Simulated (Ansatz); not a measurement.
Base system: Al in the fcc (Cu type) structure (space group Fm-3m, No. 225).

```xyz
1
Lattice="0.0000 1.9960 1.9960 1.9960 0.0000 1.9960 1.9960 1.9960 0.0000" Properties=species:S:1:pos:R:3 pbc="T T T"
Al     0.0000     0.0000     0.0000
```

The values are results of r2SCAN in Ansatz (plane waves to 500 eV, PAW, spin-orbit coupling left out), not measurements.

One change was made to it. Results:

| quantity | base | after |
|---|---|---|
| density | 2.82 g/cm³ | 3.46 g/cm³ |
| shortest interatomic distance | 2.823 Å | 2.635 Å |

**Question.** Name the change that was made.
A) pressure 30 GPa
B) pressure 9 GPa
C) pressure −1 GPa
D) pressure 1.8 GPa
E) pressure 60 GPa

**Answer.** A, pressure 30 GPa. For comparison, the density in the other runs: pressure −1 GPa gives 2.79 g/cm³; pressure 9 GPa gives 3.05 g/cm³; pressure 60 GPa gives 3.90 g/cm³; pressure 1.8 GPa gives 2.87 g/cm³.

Load acts through the strain it causes; cell and atoms are relaxed under it. Stability against distortions was not tested. No other phases were tried under pressure.

Ansatz is a first-principles code.
